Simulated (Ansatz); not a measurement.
# Converging the k-point mesh at a smearing width of 0.02 eV: InAs (R3m, 2 atoms in the cell)

```
CELL_PARAMETERS angstrom
      0.00000     3.02091     3.02091
      3.02091     0.00000     3.02091
      3.02091     3.02091     0.00000
ATOMIC_POSITIONS crystal
  In 0.00478 0.00478 0.00478
  As 0.25000 0.25000 0.25000
```

Computed with LDA (PW92), default PAW files made with PBE (plane waves; Ansatz, an electronic-structure program).

Base settings: basis.ecutwfc = 420 eV; kpoints.mp_grid.grid = 7 7 7; hamiltonian.xc = lda; hamiltonian.pseudopotentials = {kind: paw} (the program's default PAW files); scf.occupations.method = fermi_dirac; scf.occupations.width = 0.05 eV.

In this ladder: scf.occupations.width = 0.02 eV.

Only quantities that move along the ladder and can be compared are tabulated.

The count of work is k-points × plane waves × bands × iterations; it is no time. 

The starting cell has typed, rounded lattice constants, without a prior relaxation at this level. Its lattice was rescaled by up to half a per cent. One atom was moved a little off its site on purpose. Ansatz's pressure includes its estimate of the finite-basis (Pulay) stress. The run gives no clean gap (levels at the Fermi energy touch, overlap or are partly filled at this smearing), which alone does not show that the compound is a metal.

| kpoints.mp_grid.grid | free energy less the last step's (meV/atom) | pressure (GPa) | largest difference of a force vector from the last step's (eV/Å) | count of work / last |
|---|---|---|---|---|
| 4 4 4 | 72.05 | 0.14 | 0.027 | 0.015 |
| 5 5 5 | 25.56 | -0.22 | 0.013 | 0.022 |
| 6 6 6 | 10.21 | -0.33 | 0.008 | 0.036 |
| 7 7 7 | 4.49 | -0.38 | 0.005 | 0.043 |
| 9 9 9 | 1.05 | -0.40 | 0.002 | 0.083 |
| 10 10 10 | 0.55 | -0.40 | 0.001 | 0.11 |
| 13 13 13 | 0.09 | -0.41 | 0.000 | 0.23 |
| 15 15 15 | 0.03 | -0.41 | 0.000 | 0.34 |
| 18 18 18 | 0.01 | -0.41 | 0.000 | 0.57 |
| 22 22 22 | 0.00 | -0.41 | 0.000 | 1.0 |

Coarsest kpoints.mp_grid.grid that holds the forces within 0.02 eV/Å of the last step, with all finer ones: 5 5 5, at 0.022 of the last step's count of work; the step before is off by 0.027 eV/Å.

Coarsest kpoints.mp_grid.grid that holds the free energy within 0.5 meV/atom of the last step, with all finer ones: 13 13 13, at 0.23 of the last step's count of work; the step before is off by 0.55 meV/atom.

Coarsest kpoints.mp_grid.grid that holds the pressure within 0.1 GPa of the last step, with all finer ones: 6 6 6, at 0.036 of the last step's count of work; the step before is off by 0.19 GPa.

Keys are those of Ansatz 0.2.
